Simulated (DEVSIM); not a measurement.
System: GaN n+/n-/n+ resistor, at 300 K.

| layer (left to right) | material | thickness (μm) | Nd (cm⁻³) | τn (s) | τp (s) |
|---|---|---|---|---|---|
| 1 | GaN | 0.260 | 2.5e17 | 7e-8 | 7e-8 |
| 2 | GaN | 0.130 | 2.2e15 | 7e-8 | 7e-8 |
| 3 | GaN | 0.190 | 5.2e17 | 7e-8 | 7e-7 |

Left contact: ohmic. Right contact: ohmic. Voltage is applied to the left contact. Recombination: SRH at mid-gap. Mobility is constant in doping.

The device is made up for the run: typed textbook-type constants, with dimensions and the other settings drawn at random. Values at 300 K.

```tsv
parameter	GaN
gap (eV)	3.43
affinity (eV)	4.1
permittivity	9.5
Nc (cm⁻³)	2.3e18
Nv (cm⁻³)	4.6e19
μn (cm²/Vs)	1200
μp (cm²/Vs)	100
```

Simulated with DEVSIM: 1D drift-diffusion, Boltzmann statistics, complete ionisation; no tunnelling, impact ionisation, image-force lowering or self-heating.

**Question.** Tabulate band edges, carrier densities and field at 1.15 V on the left contact.

**Answer.** Energies count from the Fermi level of the right contact; mesh points crowd at the junctions.

```tsv
x (μm)	Ec (eV)	Ev (eV)	n (cm⁻³)	p (cm⁻³)	field (V/cm)
0.000	-1.093	-4.523	2.5e17	< 1e2	8900
0.01449	-1.080	-4.510	2.5e17	< 1e2	8900
0.03605	-1.060	-4.490	2.5e17	< 1e2	8900
0.06493	-1.035	-4.465	2.5e17	< 1e2	8900
0.1300	-0.976	-4.406	2.5e17	< 1e2	8900
0.1824	-0.930	-4.359	2.5e17	< 1e2	9000
0.2175	-0.897	-4.327	2.4e17	< 1e2	11000
0.2472	-0.832	-4.262	8.8e16	< 1e2	48000
0.2600	-0.742	-4.172	2.9e16	< 1e2	94000
0.2738	-0.616	-4.046	2.5e16	< 1e2	88000
0.2926	-0.460	-3.890	2.8e16	< 1e2	79000
0.3276	-0.216	-3.646	3.6e16	< 1e2	60000
0.3542	-0.083	-3.513	5.1e16	< 1e2	39000
0.3738	-0.026	-3.456	8.5e16	< 1e2	16000
0.3910	-0.030	-3.460	3.1e17	< 1e2	-19000
0.4057	-0.036	-3.466	5.1e17	< 1e2	2900
0.4268	-0.027	-3.457	5.2e17	< 1e2	4300
0.4571	-0.014	-3.444	5.2e17	< 1e2	4300
0.5093	0.008	-3.422	5.2e17	< 1e2	4300
0.5385	0.021	-3.409	5.2e17	< 1e2	4300
0.5611	0.030	-3.400	5.2e17	< 1e2	4300
0.5800	0.038	-3.392	5.2e17	< 1e2	4300
```
